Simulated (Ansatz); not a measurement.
Results of G0W0@PBEsol in Ansatz (plane waves, hard PAW, contour deformation, complete-basis limit) for AlSiCN (P3m1, No. 156, 4 atoms in the cell; start mp-1227998).

Run with largest k mesh 12×12×4 (not extrapolated in the mesh).

Cell (relaxed with PBEsol):

Space group P3m1 (No. 156); a = b = 3.0941 Å, c = 5.0267 Å, α = β = 90.00°, γ = 120.00°

| atom | site | symmetry | x | y | z |
|---|---|---|---|---|---|
| Al | 1b | 3m. | 0.3333 | 0.6667 | 0.5072 |
| Si | 1c | 3m. | 0.6667 | 0.3333 | 0.9973 |
| C | 1b | 3m. | 0.3333 | 0.6667 | 0.1084 |
| N | 1c | 3m. | 0.6667 | 0.3333 | 0.6370 |

### Question
Estimate the band gap that the calculation returns.

### Answer

- band gap: 4.73 eV (indirect)

Note: the gap holds a correction of +0.41 eV to the complete basis.

Computed values are for the static lattice.

A start named mp-… is a Materials Project structure, which need not be a measured phase.

Ansatz is a quantum-chemistry and plane-wave program.
